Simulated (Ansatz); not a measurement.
# Hypothetical zinc blende YP, pressure series

Consider YP in the zinc blende structure (space group F-43m, No. 216; a hypothetical phase, not in the database extracts checked).

```xyz
2
Lattice="0.0000 3.1445 3.1445 3.1445 0.0000 3.1445 3.1445 3.1445 0.0000" Properties=species:S:1:pos:R:3 pbc="T T T"
P      1.5722     1.5722     1.5722
Y      0.0000     0.0000     0.0000
```

Cell and atoms are relaxed at each pressure.

Method: r2SCAN (Ansatz, an electronic-structure program; PAW; 500 eV plane waves; no spin-orbit coupling).

| P (GPa) | V (Å³/atom) |
|---|---|
| -2.00 | 32.242 |
| -1.00 | 31.642 |
| 0.88 | 30.643 |
| 2.10 | 30.067 |
| 4.50 | 29.061 |
| 9.00 | 27.512 |
| 15.00 | 25.891 |
| 22.50 | 24.310 |
| 30.02 | 23.042 |

A third-order Birch–Murnaghan fit to these points gives V₀ = 31.09 Å³/atom, B₀ = 59 GPa and B₀′ = 3.6. At pressure 30 GPa the volume is 74.1 % of V₀.

Between the base and pressure 4.5 GPa the gap moves from 1.94 eV to 1.86 eV, a mean slope of -16 meV/GPa.

Load acts through the strain it causes; cell and atoms are relaxed under it. Stability against distortions was not tested. Competing high-pressure phases were not computed.
